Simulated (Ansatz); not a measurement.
For L1₀ (CuAu-type) CuAu, PBEsol+SOC in Ansatz (plane waves, PAW) gives:

```
Property             Result
------------------  -------
lattice constant a  2.795 Å
c axis length       3.619 Å
bulk modulus        174 GPa
```

Task: What does r²SCAN-D4 (Ansatz, a program for electronic structure, PAW) give for the same quantities?

Result: 
- lattice constant a: 2.837 Å (grows by 1.5 %)
- lattice parameter c: 3.570 Å (decreases by 1.4 %)
- bulk modulus: 164 GPa (shrinks by 5.7 %)

For comparison: lattice constant a 2.8 Å (measured, temperature not stated, no zero-point or thermal correction; as tabulated in Nepal et al. (2019), arXiv:1905.09348); lattice parameter c 3.67 Å (measured, temperature not stated, not corrected to a static lattice; as tabulated in Mehl et al. (2016), arXiv:1607.02532).

Changes are worked out from the printed values.

Unless a cell is named, each level is at its own relaxed cell (PBEsol+SOC 14.13, r²SCAN-D4 14.37 Å³/atom).

Levels without +SOC leave out spin–orbit coupling, which shifts energies and cells of such heavy elements.

Ansatz's density-functional and Hartree–Fock values are scalar-relativistic unless marked +SOC, with PAW data made under PBE.
